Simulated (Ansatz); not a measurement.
CoSn (P6/mmm, No. 191) was calculated with PBEsol in Ansatz (PAW).

Settings: plane-wave cutoff 520 eV, 12×12×16 k mesh (along the axes of the cell as run), Fermi–Dirac smearing 0.041 eV (set by the program), no spin polarisation, scalar-relativistic PAW data made under PBE.

Cell (relaxed at this level):

```yaml
crystal:
  lattice:
    - [5.21857, 0.00000, 0.00000]
    - [-2.60928, 4.51941, 0.00000]
    - [0.00000, 0.00000, 4.17057]
  atoms:
    - { symbol: Co, position: [0.00000, 0.50000, 0.00000] }
    - { symbol: Co, position: [0.50000, 0.00000, 0.00000] }
    - { symbol: Co, position: [0.50000, 0.50000, 0.00000] }
    - { symbol: Sn, position: [0.00000, 0.00000, 0.00000] }
    - { symbol: Sn, position: [0.66667, 0.33333, 0.50000] }
    - { symbol: Sn, position: [0.33333, 0.66667, 0.50000] }
```

Question: Predict the Voigt–Reuss–Hill bulk modulus, Voigt–Reuss–Hill shear modulus (Hill average), Young modulus and Poisson ratio.

Answer: 
* **Voigt–Reuss–Hill bulk modulus**: 146 GPa
* **Voigt–Reuss–Hill shear modulus (Hill average)**: 81.1 GPa
* **Young modulus**: 205 GPa
* **Poisson ratio**: 0.265

Elastic constants are with the ions relaxed.

Spin–orbit coupling is not included.

Computed values are for the static lattice.

Cost on a shared machine: around 60 core-minutes (rough).

Ansatz is a first-principles code.
